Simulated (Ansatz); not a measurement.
System: MgCdS2 (model structure, started from the ScAlN2 type, P3m1, No. 156, 4 atoms in the cell). Method: r²SCAN+SOC (Ansatz, a quantum-chemistry and plane-wave program, PAW).

Numerical settings: plane-wave cutoff 560 eV, 12×12×6 k mesh (along the axes of the cell as run), Fermi–Dirac smearing 0.01 eV, PAW data made under PBE.

Cell (relaxed with PBEsol):

```yaml
crystal:
  lattice:
    - [4.07455, 0.00000, 0.00000]
    - [-2.03727, 3.52866, 0.00000]
    - [0.00000, 0.00000, 6.57320]
  atoms:
    - { symbol: Cd, position: [0.33333, 0.66667, 0.00640] }
    - { symbol: S, position: [0.33333, 0.66667, 0.39029] }
    - { symbol: Mg, position: [0.66667, 0.33333, 0.50006] }
    - { symbol: S, position: [0.66667, 0.33333, 0.87325] }
```

### Question
Estimate the band gap that the calculation returns.

### Answer

- band gap: 2.54 eV (direct)

Note: the relaxation could raise the start's symmetry but not lower it, so the cell can be a saddle point; cell and atoms aren't relaxed at this level (largest force component 0.14 eV/Å, pressure 1.1 GPa).

The computed numbers hold no vibrational or temperature effects.

A model structure was made by putting elements into a prototype or built by hand; it is no filed structure, need not be a known phase, and can be a saddle point held by its symmetry.
